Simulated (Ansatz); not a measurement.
**Os, response to strain and stress**

Consider Os in the fcc (Cu type) structure (space group Fm-3m, No. 225; a = 3.821 Å; relaxed with 0.1 eV smearing). Axes: x, y, z lie along the cube axes.

Strains are applied to the cell and any free atomic positions relax; under biaxial strain the out-of-plane vector relaxes too; under stress the whole cell relaxes.

Calculations: PBEsol (Ansatz, a quantum-chemistry and plane-wave program), scalar-relativistic without spin-orbit coupling.

Candidates:
(a) uniaxial stress, 8 GPa compression along x
(b) biaxial strain −0.48 %, plane normal [111], relaxed out of plane
(c) uniaxial stress, 2 GPa compression along z
(d) uniaxial strain ε_xx = +1.91 %
(e) tensor shear ε_yz = −1.80 %

Notes on the quantities. energy relative to the base: free energy F.

Q: Order them by energy relative to the base, highest first.

A: (e) tensor shear ε_yz = −1.80 % (+19 meV/atom), (d) uniaxial strain ε_xx = +1.91 % (+10 meV/atom), (a) uniaxial stress, 8 GPa compression along x (+5.7 meV/atom), (b) biaxial strain −0.48 %, plane normal [111], relaxed out of plane (+2.0 meV/atom), (c) uniaxial stress, 2 GPa compression along z (+0.4 meV/atom)

Beyond what the load breaks, stability against distortions was not tested. All final runs are without spin polarisation. This is not the structure that Os has at room temperature and ambient pressure.
